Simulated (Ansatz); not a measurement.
## Report: zincblende InP (F-43m), hydrostatic pressure

Cell and atoms are relaxed with PBEsol to each stress (compression positive); bands and masses by PBEsol with spin-orbit coupling, rigid bands (plane waves, PAW; Ansatz, a first-principles code).

```
CELL_PARAMETERS angstrom
      0.00000     2.93916     2.93916
      2.93916     0.00000     2.93916
      2.93916     2.93916     0.00000
ATOMIC_POSITIONS crystal
  In 0.00000 0.00000 0.00000
  P  0.25000 0.25000 0.25000
```

```csv
stress (GPa),ln(V/V₀) (%),gap (eV),mean mₑ*
-2.00,3.23,0.369,-
0,0,0.542,0.056
5.00,-6.45,0.886,0.081
15.00,-15.69,1.311,0.36
```

 Masses are conductivity masses at 300 K in electron masses, harmonic means over x, y and z.

Estimate the bulk modulus from the two loads next to zero.

B ≈ −Δp/Δln V = 7.00 GPa/9.68 % = 72 GPa (PBEsol), a mean over this interval.

How fast does the gap move on either side of zero load?

Under tension, (0.369 − 0.542) eV over -2.00 GPa = 87 meV/GPa, or about -5.4 eV per unit ln V; under compression, (0.886 − 0.542) eV over 5.00 GPa = 69 meV/GPa, or about -5.3 eV per unit ln V. The two slopes part by 18 meV/GPa; gaps are resolved to about 0.01 eV, which allows 7 meV/GPa, so they differ. Between 5.00 and 15.00 GPa the mean electron mass goes from 0.081 to 0.36, the mark of other valleys taking the electrons.

Masses are those of dilute carriers in rigid bands with one relaxation time, without polarons. Third decimals of gaps are kept for the arithmetic. Every relaxation keeps the zincblende phase (space group F-43m under this load), so a transition, a distortion that breaks the symmetry or fracture can't show.
